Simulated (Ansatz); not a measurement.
## Zr under a change: isotropic strain +0.50 %

Take Zr in the hcp (Mg type) structure (space group P6_3/mmc, No. 194; a = 3.182 Å, c = 5.124 Å; relaxed with 0.1 eV smearing) as the base.

Now apply this change: the cell is scaled by 1.0050 in all directions, atoms relaxed at fixed cell.

Level of theory: PBEsol, PAW, 420 eV (Ansatz, a first-principles code; no spin-orbit coupling). Settings: 21×21×11 k-points, 0.1 eV Fermi–Dirac smearing.

| quantity | base | changed | shift |
|---|---|---|---|
| volume per atom | 22.47 Å³ | 22.81 Å³ | +0.34 Å³ |
| space group | P6_3/mmc (No. 194) | P6_3/mmc (No. 194) | – |
| shortest interatomic distance | 3.153 Å | 3.168 Å | +0.0158 Å |
| energy relative to the base (free energy F) | 0 meV/atom | +1.5 meV/atom | +1.5 meV/atom |
| pressure (mean of the normal stresses, compression positive) | 0.0 GPa | -1.4 GPa | -1.4 GPa |
| band gap | zero | zero | – |

Final structure:

```yaml
crystal:
  lattice:
    - [3.19840, 0.00000, 0.00000]
    - [-1.59920, 2.76990, 0.00000]
    - [0.00000, 0.00000, 5.14913]
  atoms:
    - { symbol: Zr, position: [0.66667, 0.33333, 0.75000] }
    - { symbol: Zr, position: [0.33333, 0.66667, 0.25000] }
```

Whether these cells are dynamically stable was not tested. The final runs are not spin-polarised.
